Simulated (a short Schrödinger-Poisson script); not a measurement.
Stack: symmetric double-gate stack, SiO2 on p-type Si(100), at 300 K.

```
layer  material  thickness (nm)  Na (cm⁻³)
-----  --------  --------------  ---------
1          SiO2             0.8          -
2            Si               4       2e17
3          SiO2             0.8          -
```

Constants are typed, rounded textbook-type inputs, not results; the design itself was drawn at random and stands for no fabricated device. SiO2: permittivity 3.9, conduction-band edge (eV) 3.15, gap (eV) 9, electron mass (mₑ) 0.5. Si: permittivity 11.7, conduction-band edge (eV) 0, gap (eV) 1.124, Nv at 300 K (cm⁻³) 3.1e19.

Channel valleys (confinement mass, in-plane density-of-states mass, number): Δ2 0.916, 0.19, 2; Δ4 0.19, 0.417, 4. At the gates, both at one voltage, the conduction-band edge of layer 1 lies 3.58 eV − eVg above the Fermi level of the channel. Gaps are held at their typed values at every temperature. Mesh 0.03 nm at interfaces.

From a short Schrödinger-Poisson script (our own, NumPy): 1D Poisson equation in equilibrium, electrons quantum, Hartree (BenDaniel-Duke, 12 states a valley, the channel's in-plane mass for all, wave functions ending at the dielectric), parabolic valleys, classical holes, full ionisation, no traps, pinning or gate leakage.

The same stack at other levels of the model or other numerical settings:

```
run                                          sheet density of all electrons at Vg = 1.15 V (cm⁻²)  sheet density of all electrons at Vg = 0.55 V (cm⁻²)  capacitance of both gates at Vg = 1.15 V (μF/cm²)  gate voltage at 1e11 electrons/cm² (V)  rough cost against the base
-------------------------------------------  ----------------------------------------------------  ----------------------------------------------------  -------------------------------------------------  --------------------------------------  ---------------------------
base                                                                                      2.36e13                                               3.41e12                                               5.87                                    0.36                      about 1
electrons treated as classical, Boltzmann                                                 3.37e13                                               5.96e12                                                [?]                                    0.31                         0.08
electrons treated as classical, Fermi-Dirac                                                   [?]                                               5.73e12                                               7.00                                    0.31                          0.2
mesh six times as coarse                                                                  2.36e13                                               3.42e12                                               5.88                                    0.36                          0.5
one subband a valley                                                                      2.27e13                                                   [?]                                               5.63                                    0.36                          0.5
```

Task: What belongs in the gaps?

Result: 
- one subband a valley, sheet density of all electrons at Vg = 0.55 V (cm⁻²): 3.33e12
- electrons treated as classical, Boltzmann, capacitance of both gates at Vg = 1.15 V (μF/cm²): 7.94
- electrons treated as classical, Fermi-Dirac, sheet density of all electrons at Vg = 1.15 V (cm⁻²): 3.07e13

The classical rows ignore confinement, and Boltzmann statistics overrate the density once the band edge passes the Fermi level.
